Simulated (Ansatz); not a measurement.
Levels about the gap of amorphous Si24O49Cu2 (75 atoms in a cell of 1123 Å³, 2.34 g/cm³; zone centre alone, so wide bands show as single levels with stretches between that a denser mesh fills), at the geometry that PBE relaxed, where it gives 1.3 GPa on a denser mesh. The participation number counts the atoms over which a state spreads; weights are charges in smoothed Voronoi cells. The levels come from a single point, so bond lengths are those of that geometry. Method of the levels: PBE, scalar-relativistic without spin-orbit coupling (Ansatz, a program for electronic structure). Sampling: the zone centre alone; Fermi-Dirac width 0.02 eV; no spin polarisation. At PBE the levels at the filled edge of the gap are localised (band-tail or defect states), and the nearest spread-out levels lie 4.9 eV apart at the zone centre.

A CHGNet melt-quench gave the starting glass, which DFT then relaxed. O atoms were pushed apart under 1.9 Å during the dynamics, to hinder bonds among them. The hot cell started wider than the set density and was brought back towards it in steps. It is the lowest in DFT energy of 2 quenches. It is a model cell: composition and starting density were chosen by hand, and all elements were melted together. No dispersion term was used. Its density started from a set value of 2.34 and ended at 2.34 g/cm³. Cooling (nominally 480 K/ps over its main leg) ran many orders faster than in experiment, which tends to leave more defects and strain. One small periodic cell is one sample of the glass; other quenches scatter about these values. The volume was held where the preparation left it, at a PBE pressure of 1.3 GPa. Stress components on the final sampling reach 2.7 GPa.

```json
[
 {"E - E(highest filled), eV": "-1.34", "filling": "filled", "participation number": "1.5", "largest on": "Cu, 2 neighbours", "weight Cu": "0.87", "weight O": "0.12", "weight Si": "0.01"},
 {"E - E(highest filled), eV": "-1.16", "filling": "filled", "participation number": "1.7", "largest on": "Cu, 2 neighbours", "weight Cu": "0.81", "weight O": "0.17", "weight Si": "0.02"},
 {"E - E(highest filled), eV": "-0.91", "filling": "filled", "participation number": "1.2", "largest on": "Cu, 3 neighbours", "weight Cu": "0.93", "weight O": "0.06", "weight Si": "0.01"},
 {"E - E(highest filled), eV": "-0.83", "filling": "filled", "participation number": "1.3", "largest on": "Cu, 3 neighbours", "weight Cu": "0.95", "weight O": "0.05", "weight Si": "0.01"},
 {"E - E(highest filled), eV": "-0.57", "filling": "filled", "participation number": "1.4", "largest on": "Cu, 3 neighbours", "weight Cu": "0.84", "weight O": "0.15", "weight Si": "0.01"},
 {"E - E(highest filled), eV": "-0.46", "filling": "filled", "participation number": "1.7", "largest on": "Cu, 3 neighbours", "weight Cu": "0.77", "weight O": "0.21", "weight Si": "0.02"},
 {"E - E(highest filled), eV": "0.00", "filling": "filled", "participation number": "1.8", "largest on": "Cu, 3 neighbours", "weight Cu": "0.76", "weight O": "0.22", "weight Si": "0.02"},
 {"E - E(highest filled), eV": "1.81", "filling": "empty", "participation number": "35.1", "largest on": "Cu, 2 neighbours", "weight Cu": "0.12", "weight O": "0.57", "weight Si": "0.31"},
 {"E - E(highest filled), eV": "2.78", "filling": "empty", "participation number": "21.3", "largest on": "Si, 4 neighbours", "weight Cu": "0.11", "weight O": "0.52", "weight Si": "0.36"},
 {"E - E(highest filled), eV": "3.44", "filling": "empty", "participation number": "23.8", "largest on": "Si, 4 neighbours", "weight Cu": "0.02", "weight O": "0.58", "weight Si": "0.40"},
 {"E - E(highest filled), eV": "3.61", "filling": "empty", "participation number": "28.2", "largest on": "Si, 4 neighbours", "weight Cu": "0.08", "weight O": "0.60", "weight Si": "0.32"},
 {"E - E(highest filled), eV": "3.74", "filling": "empty", "participation number": "33.1", "largest on": "Cu, 2 neighbours", "weight Cu": "0.15", "weight O": "0.58", "weight Si": "0.27"},
 {"E - E(highest filled), eV": "3.97", "filling": "empty", "participation number": "30.2", "largest on": "Si, 4 neighbours", "weight Cu": "0.08", "weight O": "0.66", "weight Si": "0.26"},
 {"E - E(highest filled), eV": "4.11", "filling": "empty", "participation number": "31.5", "largest on": "Cu, 2 neighbours", "weight Cu": "0.13", "weight O": "0.64", "weight Si": "0.23"}
]
```

Most localised among these is the filled level at -0.91 eV, on a Cu atom, which has 3 neighbours (O 1.82 Å, O 1.93 Å, O 2.27 Å).
